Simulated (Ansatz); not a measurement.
Results of LDA in Ansatz (PAW) for MoSeS (P-3m1, No. 164, 6 atoms in the cell; start mp-1221404).

Run with plane-wave cutoff 520 eV, 12×12×4 k mesh (along the axes of the cell as run), Fermi–Dirac smearing 0.01 eV, no spin polarisation, scalar-relativistic PAW data made under PBE.

Cell (relaxed at this level):

```xyz
6
Lattice="3.1898 0.0000 0.0000 -1.5949 2.7625 0.0000 0.0000 0.0000 12.5691" Properties=species:S:1:pos:R:3 pbc="T T T"
Mo     0.0000     0.0000     3.3305
Mo     0.0000     0.0000     9.2386
Se     1.5949     0.9208    10.9278
Se     0.0000     1.8416     1.6412
S      0.0000     1.8416     4.8465
S      1.5949     0.9208     7.7226
```

Problem. What does this level give for the band gap and direct gap at Γ?

Solution. 
* **band gap**: 0.57 eV (on the SCF k mesh)
* **direct gap at Γ**: 2.01 eV

Note: the relaxation could not lower the start's symmetry, so the cell can be a saddle point above a distorted one.

Spin–orbit coupling is not included.

The computed numbers hold no vibrational or temperature effects.

Cost on a shared machine: roughly 2.7 core-minutes.

A start named mp-… is a Materials Project structure, which need not be a measured phase.

Ansatz is a program for electronic structure.
